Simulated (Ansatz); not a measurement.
The cell is made up: elements placed on another compound's structure type, so the phase may be hypothetical.

Here is the system:

```yaml
crystal:
  lattice:
    - [5.57971, 0.00234, -0.00067]
    - [-0.21388, 8.98868, -0.03072]
    - [0.00000, 1.34157, 4.69359]
  atoms:
    - { symbol: Ta, position: [0.16309, 0.33949, 0.07322] }
    - { symbol: Ta, position: [0.83691, 0.66051, 0.92678] }
    - { symbol: Ta, position: [0.33691, 0.66051, 0.41271] }
    - { symbol: Ta, position: [0.66309, 0.33949, 0.58729] }
    - { symbol: Sn, position: [0.25000, 0.00000, 0.76445] }
    - { symbol: Sn, position: [0.75000, 0.00000, 0.23555] }
    - { symbol: O, position: [0.14786, 0.56182, 0.15835] }
    - { symbol: O, position: [0.85214, 0.43818, 0.84165] }
    - { symbol: O, position: [0.35214, 0.43818, 0.72017] }
    - { symbol: O, position: [0.64786, 0.56182, 0.27983] }
    - { symbol: O, position: [0.42675, 0.28614, 0.31753] }
    - { symbol: O, position: [0.57325, 0.71386, 0.68247] }
    - { symbol: O, position: [0.07325, 0.71386, 0.60367] }
    - { symbol: O, position: [0.92675, 0.28614, 0.39633] }
    - { symbol: O, position: [0.59439, 0.14567, 0.84734] }
    - { symbol: O, position: [0.40561, 0.85433, 0.15266] }
    - { symbol: O, position: [0.90561, 0.85433, 0.99301] }
    - { symbol: O, position: [0.09439, 0.14567, 0.00699] }
```

Space group of this cell: C2/c. The cell was relaxed by PBE-D3(BJ); by r2SCAN its mean pressure is -2.8 GPa.

Transport runs along the normal of the first two printed cell vectors.

No gap correction and no spin-orbit coupling; mid-gap values are interpolated between computed energies.

### Question
Predict the band gap and the smallest decay constant κ at mid-gap from r2SCAN run with Ansatz (an electronic-structure program).

### Answer
Gap 2.51 eV on a 6×6×6 mesh; κ = 0.373 1/Å, at (0.500, 0.500) of the in-plane reciprocal vectors. At the zone centre, at the nearest computed energy, the slowest state has κ = 0.41 1/Å.
